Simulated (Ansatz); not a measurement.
**A computed series for LiF: element substitutions**

Base system: LiF in the rock salt structure (space group Fm-3m, No. 225; a = 4.008 Å).

Each row replaces one element on all its sites; cell and atoms are relaxed.

Calculations: PBEsol/PAW in Ansatz (a quantum-chemistry and plane-wave program), no SOC.

Base values:

The band gap is 9.05 eV.

**Question.** The aim is a band gap between 6.02 eV and 6.52 eV. Which of these changes reaches it?
A) Li → H
B) Li → Be
C) Li → Na

**Answer.** C, Li → Na. It gives 6.20 eV; Li → Be gives zero; Li → H gives 3.12 eV. Changes not listed may reach it too

Stability against distortions was not tested. As relaxed here, BeF and HF are hypothetical phases, not in the database extracts checked. The final runs are not spin-polarised. An odd electron count without spin: BeF.
